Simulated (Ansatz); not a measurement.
The parent structure is TiAl (space group P4/mmm, No. 123; a = 2.796 Å, c = 4.038 Å; relaxed with 0.1 eV smearing). Axes: x, y, z lie along a, b, c of the conventional cell.

Level of theory: plane-wave PAW DFT at the PBEsol level (Ansatz, a quantum-chemistry and plane-wave program, 420 eV), no SOC.

It is then changed as follows: uniaxial strain ε_xx = +1.00 %, all other strain components held at zero, atoms relaxed at fixed cell.

**Question.** Predict the stress tensor and what it implies for the stiffness.

**Answer.** Stress of the strained cell less that of the base (GPa, compression positive):
```
   -2.0     0.0     0.0
    0.0    -0.6     0.0
    0.0     0.0    -0.9
```

Then −Δσ_ii/ε with ε = 0.0100 gives relaxed-ion elastic constants: C11 ≈ 199 GPa, C12 ≈ 62 GPa and C13 ≈ 90 GPa.

No phonon test of stability was made. The final runs are not spin-polarised.
